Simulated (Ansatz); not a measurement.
# NbRu under a change: pressure 0.3 GPa

Consider NbRu (space group P4/mmm, No. 123; a = 3.021 Å, c = 3.392 Å).

Now apply this change: cell and atoms relaxed at a pressure of 0.3 GPa.

All numbers come from DFT with PBEsol, PAW potentials and a 420 eV plane-wave cutoff in Ansatz (a quantum-chemistry and plane-wave program), scalar-relativistic without spin-orbit coupling. k-mesh 15×15×14 (Γ-centred); smearing 0.05 eV (Fermi–Dirac).

The volume per atom is nearly the same (15.47 Å³ against 15.46 Å³) and the density grows by 0.01 g/cm³ (10.41 g/cm³ → 10.42 g/cm³). The c/a ratio is still 1.123 and the shortest interatomic distance is nearly the same (2.727 Å against 2.726 Å). The enthalpy H = E + PV relative to the base's energy comes out as +0.03 eV/atom and the band gap remains zero.

Load acts through the strain it causes; cell and atoms are relaxed under it. No phonon test of stability was made. All final runs are without spin polarisation. An odd electron count without spin: NbRu.
